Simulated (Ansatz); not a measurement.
Take MoSi2 (space group I4/mmm, No. 139; relaxed with 0.1 eV smearing) as the base.

```
MoSi2
1.0
   -1.59504     1.59504     3.91100
    1.59504    -1.59504     3.91100
    1.59504     1.59504    -3.91100
Si Mo
2 1
Cartesian
  0.00000   0.00000   5.20123
  0.00000   0.00000   2.62078
  0.00000   0.00000   0.00000
```

Cartesian axes are those of the cell as printed.

Computed with PBEsol (Ansatz, an electronic-structure program, PAW, no SOC).

Before the change:

- Volume per atom = 13.27 Å³

Perturbation: tensile biaxial strain of 2.00 % in the plane normal to [001], as in epitaxy on a mismatched substrate; the out-of-plane cell vector and the atoms relax.

**Question.** How does this affect the volume per atom?

**Answer.** The volume per atom grows by 0.44 Å³ to 13.71 Å³.

No phonon test of stability was made. All final runs are without spin polarisation.
